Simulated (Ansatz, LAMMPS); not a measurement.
**Pair distribution: Amorphous Si-Ge, 512 atoms, melt quenched at 10 K/ps**

Cell 22.53 × 22.53 × 22.53 Å, Si279Ge233, 512 atoms. Prepared with Tersoff's 1989 multicomponent potential (SiCGe.tersoff) (LAMMPS): melt at 4000 K, cooled from 2800 to 500 K at 10 K/ps at fixed volume, minimised. 

All values below come from PBE, support functions at accuracy medium on the grid of 370 eV (norm-conserving potentials; Ansatz, an electronic-structure program).

The relaxation was stopped after a set number of steps, with force components up to 0.536 eV/Å left.

(r (Å), g(r)): (1.850, 0.000); (1.950, 0.000); (2.050, 0.000); (2.150, 0.000); (2.250, 0.041); (2.350, 3.63); (2.450, 5.68); (2.550, 1.95); (2.650, 0.445); (2.750, 0.101); (2.850, 0.068); (2.950, 0.040); (3.050, 0.045); (3.150, 0.098); (3.250, 0.131); (3.350, 0.235); (3.450, 0.531); (3.550, 1.06); (3.650, 1.27); (3.750, 1.76); (3.850, 1.94); (3.950, 2.02); (4.050, 1.81); (4.150, 1.64); (4.250, 1.35); (4.350, 1.20); (4.450, 0.887); (4.550, 0.795); (4.650, 0.864); (4.750, 0.797); (4.850, 0.803); (4.950, 0.790); (5.050, 0.770); (5.150, 0.790); (5.250, 0.688); (5.350, 0.829); (5.450, 0.846); (5.550, 0.926); (5.650, 1.04); (5.750, 1.17); (5.850, 1.16); (5.950, 1.13); (6.050, 1.17); (6.150, 1.06); (6.250, 0.981); (6.350, 0.906); (6.450, 0.903); (6.550, 0.843); (6.650, 0.962); (6.750, 0.925); (6.850, 0.956); (6.950, 0.972)

Q: What do the first shell and the bonding look like?

A: 
- coordination (neighbours within 2.861 Å): 2.3 % 3-fold, 93.8 % 4-fold, 3.9 % 5-fold
- Ge-Ge bonds, mean ± spread: 2.528 ± 0.082 Å
- Ge-Si bonds, mean ± spread: 2.464 ± 0.072 Å
- Si-Si bonds, mean ± spread: 2.385 ± 0.051 Å
- bond angles, mean ± spread: 108.9° ± 13.2°
